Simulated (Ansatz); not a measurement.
# A computed series for MgTe: response to strain

The reference is MgTe in the zinc blende structure (space group F-43m, No. 216; a = 6.368 Å). Axes: x, y, z lie along the cube axes.

Strains are applied to the cell and any free atomic positions relax; under biaxial strain the out-of-plane vector relaxes too.

Level of theory: LDA in Ansatz (plane waves to 420 eV, PAW, spin-orbit coupling left out).

Notes on the quantities. in-plane stress: mean in-plane stress (compression positive).

```tsv
variant	out-of-plane strain	in-plane stress
biaxial strain −2.50 %, plane normal [001], relaxed out of plane	+3.37 %	+1.0 GPa
biaxial strain −1.50 %, plane normal [001], relaxed out of plane	+2.06 %	+0.6 GPa
biaxial strain −1.00 %, plane normal [001], relaxed out of plane	+1.39 %	+0.4 GPa
biaxial strain −0.50 %, plane normal [001], relaxed out of plane	[?]	[?]
biaxial strain +0.50 %, plane normal [001], relaxed out of plane	-0.69 %	-0.2 GPa
biaxial strain +1.50 %, plane normal [001], relaxed out of plane	-2.14 %	-0.5 GPa
biaxial strain +2.00 %, plane normal [001], relaxed out of plane	-2.89 %	-0.6 GPa
biaxial strain +2.50 %, plane normal [001], relaxed out of plane	-3.66 %	-0.8 GPa
biaxial strain +3.00 %, plane normal [001], relaxed out of plane	-4.44 %	-0.9 GPa
```

Question: What belongs in the blanks?

Answer: 
- biaxial strain −0.50 %, plane normal [001], relaxed out of plane, out-of-plane strain: +0.71 %
- biaxial strain −0.50 %, plane normal [001], relaxed out of plane, in-plane stress: +0.2 GPa

No phonon test of stability was made.

Ansatz is an electronic-structure program.
